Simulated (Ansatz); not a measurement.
**Ansatz (a quantum-chemistry and plane-wave program) run on CaPb3 (Pm-3m, 4 atoms in the cell): self-consistent single point**

Level of theory: LDA (PW92), default PAW files made with PBE (plane waves; Ansatz).

This input was run:

Ansatz 0.2 input:
```yaml
crystal:
  lattice:
    - [4.902767, 0.000000, 0.000000]
    - [0.000000, 4.902767, 0.000000]
    - [0.000000, 0.000000, 4.902767]
  atoms:
    - { symbol: Ca, position: [0.000000, 0.000000, 0.000000] }
    - { symbol: Pb, position: [0.000000, 0.500000, 0.500000] }
    - { symbol: Pb, position: [0.500000, 0.000000, 0.500000] }
    - { symbol: Pb, position: [0.500000, 0.500000, 0.000000] }
basis:
  ecutwfc: 420.0
kpoints:
  mp_grid:
    grid: [7, 7, 7]
hamiltonian:
  xc: lda
  pseudopotentials:
    kind: paw
scf:
  occupations:
    method: gaussian
    width: 0.1
output:
  forces: true
  eigenvalues: true
  stress: true
```

Output (repeated stretches shortened):

```
WARN ansatz: RAYON_NUM_THREADS=1 ignored (pool sized by the plan → 1); use --threads N
Pseudopotentials: kind: paw
Pseudopotential: Ca, paw, valence charge 10
Pseudopotential: Pb, paw, valence charge 14
Crystal: 4 atoms, lattice volume = 117.848 Å³
Basis set: ecut = 420 eV, 2325 PW (Γ)
Bands: 32, of which v1, the nominal top of the filled ones, is band 26 counted from 1 (25 counted from 0)
Symmetry: 48 space group operations
Space group: Pm-3m (ITA 221), of the structure as read, at distance tolerance 4.9e-5 Å
k-points: 20 of 343
PAW frozen core: Ca, regenerated for the run's functional, and the local potential with it
PAW frozen core: Pb, regenerated for the run's functional, and the local potential with it
Initial density: superposition of atomic densities (neutral atoms: chi_scale 0, normalization atom), corrected by the library's trained network
Initial wavefunctions: pseudopotential atomic-orbital guess
Eigensolver: davidson
Functional: x = slater, c = lda
SCF iter   1: F=—  HF=-36581.173871 eV  |F-HF|=—  |Δ(HF+E_count)|=         —  Δρ=5.45e-3  dr2=3.20e-2  ethr=1.77e-3  ⟨swp⟩=9.8  Hψ=3589  notcnv=0
all-band conjugate gradients solve this SCF's bands
preconditioner: auto → Kerker (q_TF=auto, 2.381 Å⁻¹)
SCF iter   2: F=—  HF=-36581.168616 eV  |F-HF|=—  |Δ(HF+E_count)|=   5.26e-3  Δρ=2.86e-3  dr2=9.72e-3  ethr=6.15e-5  ⟨swp⟩=1.9  Hψ=823  notcnv=0  defer=10
SCF iter   3: F=—  HF=-36581.165629 eV  |F-HF|=—  |Δ(HF+E_count)|=   2.99e-3  Δρ=3.58e-4  dr2=5.14e-4  ethr=1.87e-5  ⟨swp⟩=3.0  Hψ=1171  notcnv=0  defer=10
SCF iter   4: F=—  HF=-36581.165476 eV  |F-HF|=—  |Δ(HF+E_count)|=   1.52e-4  Δρ=8.23e-5  dr2=2.12e-5  ethr=9.89e-7  ⟨swp⟩=2.0  Hψ=761  notcnv=0  defer=10
SCF iter   5: F=—  HF=-36581.165470 eV  |F-HF|=—  |Δ(HF+E_count)|=   6.43e-6  Δρ=2.91e-5  dr2=2.82e-6  ethr=4.07e-8  ⟨swp⟩=2.0  Hψ=739  notcnv=0  defer=20
SCF iter   6: F=—  HF=-36581.165470 eV  |F-HF|=—  |Δ(HF+E_count)|=   3.80e-7  Δρ=9.10e-6  dr2=2.06e-7  ethr=5.42e-9  ⟨swp⟩=2.0  Hψ=731  notcnv=0  defer=20
SCF iter   7: F=-36581.165470 eV  HF=-36581.165470 eV  |F-HF|=3.17e-9  |Δ(HF+E_count)|=   3.51e-8  Δρ=3.56e-6  dr2=1.12e-8  ethr=1.92e-10  ⟨swp⟩=9.8  Hψ=2954  notcnv=0
SCF 1 converged in 7 iterations: F = -36581.165470 eV  dr2 = 1.12e-8
SCF converged after 7 iterations
Free energy (F): -36581.165470 eV
Harris-Foulkes:  -36581.165470 eV  (|F-HF|=3.17e-9)
Internal energy: -36581.153978 eV  (E = F + TS)
E sigma→0 (E₀):  -36581.159724 eV
Entropy (-TS):   -0.011491 eV (-2.873 meV/atom)
Fermi energy:    10.128813 eV
--- Per-component energies (eV) ---
  E_band       = -259.804398
  E_kinetic    = 1149.294855
  E_local      = -3809.784319  (includes V_loc(G=0)·N_el)
  E_nonlocal   = 1127.649716
  E_hartree    = 1462.501735
  E_xc         = -793.055949
  E_vxc        = -571.324882  (∫ρ·V_xc dr)
  E_paw        = -31126.586654  (= ΣΔE_a)
  E_vpaw       = -1080.641036  (= ΣTr[D̂ρ^β])
  E_aug_tail   = 0.000126  (compensation charges beyond the density's cutoff)
  E_ewald      = -4591.223515
  E_core_change = 0.050025  (= ΣΔE_core)
  E_smearing   = -0.011491  (= −TS)
  E_closure    = 0.000000  (closes the sum)
  Σ components = -36581.165470   (vs F -36581.165470, Δ=0.00e0)
--- Forces (eV/Å), atoms counted from 1 ---
  atom   1  Ca    -0.00000000     0.00000000    -0.00000000
   [... zero for the other atoms too ...]
  max |Σ_I F_I| component: 1.09e-28 eV/Å
--- Stress (GPa, compression-positive) ---
       -2.641542       0.000000       0.000000
        0.000000      -2.641542       0.000000
       -0.000000       0.000000      -2.641542
  P = ⅓ Tr σ = -2.6415 GPa (-26.415 kbar)
  The stress holds the Pulay correction. Without it, at fixed plane waves, as pw.x and ABINIT print it: P = -2.6568 GPa
--- Band table (eV; the first three rows and the last of 20) ---
  k-point 0: bands = ["-31.0250", "-12.2919", "-12.2919", "-12.2919", "-6.8836", "-6.8836", "-6.8836", "-6.8649", "-6.7280", "-6.7280", "-6.6293", "-6.6293", "-6.6293", "-6.5687", "-6.5687", "-6.4558", "-6.4309", "-6.4309", "-6.4309", "-1.0690", [...]
  k-point 1: bands = ["-31.0250", "-12.2945", "-12.2923", "-12.2923", "-6.8803", "-6.8636", "-6.8636", "-6.8508", "-6.7251", "-6.7152", "-6.6327", "-6.6286", "-6.6286", "-6.5798", "-6.5684", "-6.4664", "-6.4543", "-6.4543", "-6.4309", "-0.9465", [...]
  k-point 2: bands = ["-31.0249", "-12.3002", "-12.2930", "-12.2930", "-6.8724", "-6.8136", "-6.8071", "-6.8071", "-6.7183", "-6.6813", "-6.6406", "-6.6278", "-6.6278", "-6.6107", "-6.5680", "-6.5176", "-6.5176", "-6.4955", "-6.4309", "-0.5918", [...]
  k-point 19: bands = ["-31.0244", "-12.2994", "-12.2988", "-12.2988", "-6.7930", "-6.7783", "-6.7783", "-6.7641", "-6.7470", "-6.7470", "-6.7338", "-6.6158", "-6.6015", "-6.6015", "-6.5940", "-6.5940", "-6.4720", "-6.4720", "-6.4568", "1.5802", [...]
```

The run converged in 7 iterations.

The starting cell comes from a database of computed structures (which also holds hypothetical and non-ambient phases and stackings), without a prior relaxation at this level. Its lattice was rescaled by up to half a per cent. Spin-orbit coupling is off. Ansatz's pressure includes its estimate of the finite-basis (Pulay) stress.
